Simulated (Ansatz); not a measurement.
Defect: interstitial B in beta Ga2O3, charge state +3. The step: several atoms move together, B the farthest; the atom moves 1.64 Å along (0.04, 0.50, -0.04) of the unit cell; the moving atom starts with neighbours O at 1.39, 2 O at 1.40 Å and ends with O at 1.39, 2 O at 1.40 Å. A PBE band in Ansatz (plane-wave PAW, the Γ point alone, 120 host sites, 37 SCF runs with any check of the saddle's order, static, no finite-size correction) gives a forward barrier of 1.31 eV. The saddle point's order was not checked. The charge state is imposed; whether it is stable for some Fermi level was not computed. Sites that were not tried may lie lower.

Single points at the band's start and saddle point can refine it. Rough cost of one point, in units of the band's mean SCF on the same machine:

```tsv
Level	Cost of one point
PBE, a 2×2×2 k-point mesh shifted by half a step	about 10
r2SCAN at 500 eV, the Γ point alone	about 2
```

Problem. Which of these move the barrier by more than 0.1 eV, and how far does each move it?

Solution. Not one does. PBE, a 2×2×2 k-point mesh shifted by half a step: -0.01 eV; r2SCAN at 500 eV, the Γ point alone: 0.00 eV. Each functional is compared with PBE at the same k-points.

Ansatz is a first-principles code.
